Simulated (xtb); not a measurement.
xtb 6.7.1, GFN2-xTB: Zr(F)2(amdMe)2 (CC1[N](C)[Zr]2([F])([F])([N](C)C(C)=[N]->2C)<-[N]=1C), 33 atoms. The geometry is a generated start, not checked to be a minimum at this level.

```
Item                                                                                                            Value
------------------------  -------------------------------------------------------------------------------------------
method                                                                                                       GFN2-xTB
--acc                                                                                                     1 (default)
--etemp (K)                                                                                             300 (default)
detailed input (--input)  none: ANC optimiser, Lindh (1995) Hessian, microcycle=20, maxdispl=1.0, hlow=0.01 (default)
basis functions                                                                                                    84
valence electrons                                                                                                  88
```

Charge 0 and multiplicity 1 are set for this test and not shown to be the ground state.

The structure is relaxed from this start with --opt LEVEL for the levels crude, sloppy, loose, lax, normal, tight, vtight, extreme, once each. Up to the end of the extreme run atoms move by at most 0.59 Å along an axis.

Task: What is the loosest level that ends within 1 meV of the extreme run, and how many cycles does it take?

Result: normal: 22 cycles against 44, ending 0.80 meV above.

```
level    cycles  energy above the extreme run (meV)  gradient norm (eV/Å)
-------  ------  ----------------------------------  --------------------
crude         1                                  18                  0.18
sloppy        1                                  18                  0.18
loose         1                                  18                  0.18
lax          15                                 2.8                 0.093
normal       22                                0.80                 0.014
tight        35                               0.036                0.0064
vtight       40                          under 0.01                0.0018
extreme      44                                   —                0.0014
```
